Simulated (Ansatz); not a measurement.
**L1₀ (CuAu-type) TiAl**

The numbers are results of LDA (PAW; Ansatz, a first-principles code), not measurements.

Run with plane-wave cutoff 520 eV, 22×22×16 k mesh (along the axes of the cell as run), Fermi–Dirac smearing 0.04 eV (set by the program), no spin polarisation, scalar-relativistic PAW data made under PBE.

Cell: relaxed at this level.

For L1₀ (CuAu-type) TiAl, the elastic constant C13 comes out as 98.8 GPa. The elastic constant C33 comes out as 182 GPa. The elastic constant C44 is 125 GPa and the voigt–Reuss–Hill bulk modulus is 127 GPa. The polycrystal shear modulus (Hill average) comes out as 71.0 GPa. The Young modulus is 180 GPa and the Poisson ratio is 0.265.

Measured, for comparison: elastic constant C13 75 GPa, elastic constant C33 183 GPa, elastic constant C44 109 GPa (0 K, extrapolated to 0 K, Ti-56 at.% Al crystal; axes of the face-centred tetragonal cell; as tabulated in Qi et al. (2023), arXiv:2305.11825). Computed (rounded) less measured: elastic constant C13 +32 %, elastic constant C33 -0.5 %, elastic constant C44 +15 %.

Elastic constants are with the ions relaxed.

The computed numbers hold no vibrational or temperature effects.

Computing time: roughly 9 core-minutes.
